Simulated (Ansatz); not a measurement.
Abridged Ansatz (a program for electronic structure) output:

```
Relaxation: its limit of steps is 60 (relax.max_steps)
Pseudopotential: Ti, paw, valence charge 12
Pseudopotential: O, paw, valence charge 6
Crystal: 6 atoms, lattice volume = 62.580 Å³
Basis set: ecut = 420 eV, 1217 PW (Γ), exchange–correlation on 64×64×40 points (8 copies of the dense FFT grid, shifted against one another)
Bands: 30, of which v1, the nominal top of the filled ones, is band 24 counted from 1 (23 counted from 0)
Symmetry: 16 space group operations
k-points: 60 of 539
Functional: x = pbe(κ = 0.804, μ = 0.2195149727645171), c = pbe(β = 0.06672455060314922)
SCF iter   1: F=—  HF=-7277.285959 eV  |F-HF|=—  |Δ(HF+E_count)|=         —  Δρ=2.19e-3  dr2=1.91e-3  ethr=1.77e-3  ⟨swp⟩=5.2  Hψ=7216  notcnv=0
SCF iter   2: F=—  HF=-7277.286654 eV  |F-HF|=—  |Δ(HF+E_count)|=   6.95e-4  Δρ=1.32e-3  dr2=5.91e-4  ethr=3.98e-6  ⟨swp⟩=2.7  Hψ=3527  notcnv=0
SCF 1 converged in 6 iterations: F = -7277.287053 eV  dr2 = 7.29e-8
relax step   1: F+E_penalty+E_count = -7277.28705272 eV  Δ(F+E_penalty+E_count) = +0.000e0 eV  max|allowed force component| = 1.782e-4 eV/Å  Δτ_max = 0.0000 Å  P = +4.496 GPa  Ω = 62.580 Å³  (6 SCF iters, dr2 threshold 1.00e-7 eV, accepted)
[... steps on the carried basis left out ...]
relax step   8: F+E_penalty+E_count = -7277.23789685 eV  Δ(F+E_penalty+E_count) = +1.460e-4 eV  max|allowed force component| = 1.093e-4 eV/Å  Δτ_max = 0.0000 Å  P = +8.996 GPa  Ω = 61.405 Å³  stress off target by 4.77e-3 GPa  SCF on the basis re-selected at this cell (its energy is not comparable with the rows above)  (7 SCF iters)
SCF converged after 7 iterations
Free energy (F): -7277.237897 eV
Internal energy: -7277.237897 eV  (E = F + TS)
E sigma→0 (E₀):  -7277.237897 eV
Fermi energy:    10.322977 eV
--- Forces (eV/Å), atoms counted from 1 ---
  atom   1  Ti    -0.00000000    -0.00000000     0.00000000
  atom   2  Ti     0.00000000     0.00000000     0.00000000
  atom   3  O      0.00010932     0.00010932     0.00000000
  atom   4  O      0.00010932    -0.00010932     0.00000000
  atom   5  O     -0.00010932     0.00010932     0.00000000
  atom   6  O     -0.00010932    -0.00010932     0.00000000
--- Stress (GPa, compression-positive) ---
        8.995225       0.000000       0.000000
        0.000000       8.995225       0.000000
        0.000000       0.000000       8.996392
  P = ⅓ Tr σ = 8.9956 GPa (89.956 kbar)
--- Relaxed structure (6 steps of the walk, 6 accepted, 2 SCFs on fresh bases) ---
  cell:  # Å, volume = 61.4054 Å³
    - [4.568421366234149, 5.931868759513364e-35, 0.0]
    - [5.931868759513364e-35, 4.568421366234149, 0.0]
    - [0.0, 0.0, 2.942215415585638]
  atoms:
    - { symbol: Ti, position: [5.397201623399108e-21, 3.189255504735843e-20, 0.0] }
    - { symbol: Ti, position: [0.5, 0.5, 0.5] }
    - { symbol: O, position: [0.3036941992418595, 0.3036941992418595, 0.0] }
    - { symbol: O, position: [0.8036941992418594, 0.1963058007581405, 0.5] }
    - { symbol: O, position: [0.1963058007581405, 0.8036941992418594, 0.5] }
    - { symbol: O, position: [0.6963058007581404, 0.6963058007581404, 0.0] }
```

What was computed, and what are the main results?

TiO2, 6 atoms in the cell, with PBE in Ansatz (plane waves to 420 eV, PAW, without spin-orbit coupling), from a series relaxed to a target (pressure 9 GPa). The last SCF converged to F = -7277.237897 eV, or -1212.8730 eV per atom, at a pressure of 9.00 GPa. The total energy compares only with runs of the same code, potentials and settings.

Load acts through the strain it causes; cell and atoms are relaxed under it. Whether these cells are dynamically stable was not tested. No other phases were tried under pressure. All final runs are without spin polarisation. The cell was made from TiO$_{2}$ in the rutile structure (space group P4_2/mnm, No. 136) by this change: pressure 9 GPa.

Keys are those of Ansatz 0.2.
